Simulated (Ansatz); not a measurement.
Start from Al in the fcc (Cu type) structure (space group Fm-3m, No. 225; relaxed with 0.1 eV smearing).

Space group Fm-3m (No. 225); a = b = c = 3.984 Å, α = β = γ = 90.00°

```json
[
 {"atom": "Al", "site": "4a", "symmetry": "m-3m", "x": "0.0000", "y": "0.0000", "z": "0.0000"}
]
```
(The calculation used a cell of 1 atom; values per cell refer to that cell.)

All numbers come from Ansatz (a program for electronic structure) LDA, without spin-orbit coupling.

For the base:

- Pressure = 0.0 GPa

Modification: the cell is scaled by 0.9900 in all directions, atoms relaxed at fixed cell.

What does the calculation give for the pressure after the change?

The pressure goes from zero to 2.7 GPa.

What happens to the energy relative to the base?

The energy rises by 3.9 meV/atom.

The cells carry an imposed strain or load. No phonon test of stability was made.
